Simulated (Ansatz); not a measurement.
Pair distribution function (O-Sn) of SnO2 (rutile type), cell Sn24O48, started from the crystal [in the run: it stayed crystalline; mean temperature 1202 K (target 1180 K); density 6.41 g/cm³, volume +9 % from the start crystal's; Γ point only, which a denser mesh shifts by -0.7 GPa in pressure and 0.07 eV/Å in forces], from MD at 1202 K. Level of theory: PBE (plane waves, PAW; Ansatz, an electronic-structure program). Volume per atom 13.01 Å³, mean pressure -0.1 GPa. 

(r (Å), g(r)): (1.30, 0.00); (1.34, 0.00); (1.38, 0.00); (1.42, 0.00); (1.46, 0.00); (1.50, 0.00); (1.54, 0.00); (1.58, 0.00); (1.62, 0.00); (1.66, 0.00); (1.70, 0.00); (1.74, 0.00); (1.78, 0.00); (1.82, 0.04); (1.86, 0.22); (1.90, 0.76); (1.94, 2.09); (1.98, 3.95); (2.02, 5.85); (2.06, 7.49); (2.10, 7.52); (2.14, 6.99); (2.18, 5.55); (2.22, 4.18); (2.26, 2.83); (2.30, 1.88); (2.34, 1.07); (2.38, 0.62); (2.42, 0.37); (2.46, 0.19); (2.50, 0.08); (2.54, 0.04); (2.58, 0.02); (2.62, 0.01); (2.66, 0.00); (2.70, 0.00); (2.74, 0.00); (2.78, 0.00); (2.82, 0.00); (2.86, 0.00); (2.90, 0.00); (2.94, 0.00); (2.98, 0.01); (3.02, 0.01); (3.06, 0.02); (3.10, 0.03); (3.14, 0.06); (3.18, 0.06); (3.22, 0.10); (3.26, 0.13); (3.30, 0.20); (3.34, 0.25); (3.38, 0.38); (3.42, 0.44); (3.46, 0.49); (3.50, 0.63); (3.54, 0.71); (3.58, 0.88); (3.62, 0.96); (3.66, 1.06); (3.70, 1.28); (3.74, 1.36); (3.78, 1.51); (3.82, 1.64); (3.86, 1.71); (3.90, 1.66); (3.94, 1.60); (3.98, 1.50); (4.02, 1.38); (4.06, 1.28); (4.10, 1.18); (4.14, 1.17); (4.18, 1.16); (4.22, 1.21); (4.26, 1.27); (4.30, 1.24); (4.34, 1.33); (4.38, 1.28); (4.42, 1.27); (4.46, 1.21); (4.50, 1.16); (4.54, 1.04); (4.58, 1.05); (4.62, 1.04); (4.66, 1.04); (4.70, 1.12); (4.74, 1.26); (4.78, 1.34); (4.82, 1.44)

**Question.** Read off where the first shell ends and the number of neighbours in it.

**Answer.** g is nil from 2.7 to 3.0 Å, so any cut there serves; 3.0 Sn round each O and 6.0 O round each Sn in the shell, from n = 4πρ∫r²g(r)dr.
